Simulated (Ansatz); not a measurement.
GaN with two functionals, Ga → Al

Take GaN in the zinc blende structure (space group F-43m, No. 216; a = 4.5488 Å) as the base.

(Cell as relaxed with PBE.)

Levels (all Ansatz, a first-principles code, PAW, earlier PAW set): PBE (420 eV, no spin-orbit coupling); PBEsol (420 eV, scalar-relativistic without spin-orbit coupling).

Each level relaxes its own structure.

```
base                      PBE    PBEsol
-------------------  --------  --------
volume per atom      11.77 Å³  11.38 Å³
lattice parameter a   4.549 Å   4.498 Å
band gap              1.54 eV   1.70 eV
```

Modification: every Ga is replaced by Al, then cell and atoms are relaxed.

| quantity | PBE | PBEsol |
|---|---|---|
| smallest direct gap | 3.98 eV | 4.06 eV |
| shift of the gap caused by the change | +1.77 eV | +1.49 eV |
| electron mass | 0.53 mₑ along k, 0.33 mₑ across (at X) | 0.52 mₑ along k, 0.32 mₑ across (at X) |
| band gap | 3.31 eV | 3.19 eV |

PBE's smallest direct gap lies 0.08 eV below PBEsol's; PBE's shift of the gap caused by the change lies 0.28 eV above PBEsol's; PBE's band gap lies 0.12 eV above PBEsol's. Neither level is exact; PBEsol is the comparison here, not a measurement.

Effective masses come from finite differences of ±0.01 Å⁻¹. Along k means along the line from Γ to the band edge. Whether these cells are dynamically stable was not tested. This is not the structure that AlN has at room temperature and ambient pressure. This is not the structure that GaN has at room temperature and ambient pressure.
